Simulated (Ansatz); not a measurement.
For Ti5Te4 (I4/m, No. 87), PBEsol (Ansatz, a first-principles code, plane waves, PAW) gives:

- lattice parameter a: 10.079 Å
- c axis length: 3.660 Å
- formation enthalpy: -0.752 eV/atom

**Question.** What does r²SCAN (PAW; Ansatz) give for the same quantities?

**Answer.** 
- lattice constant a: 10.192 Å (increases by 1.1 %)
- lattice parameter c: 3.760 Å (goes up by 2.7 %)
- formation enthalpy: -0.775 eV/atom (moves by -0.023 eV/atom)

Changes are worked out from the printed values.

Unless a cell is named, each level is at its own relaxed cell (PBEsol 20.66, r²SCAN 21.70 Å³/atom).

Levels without +SOC leave out spin–orbit coupling, which shifts energies and cells of such heavy elements.

Ansatz's density-functional and Hartree–Fock values are scalar-relativistic unless marked +SOC, with PAW data made under PBE.
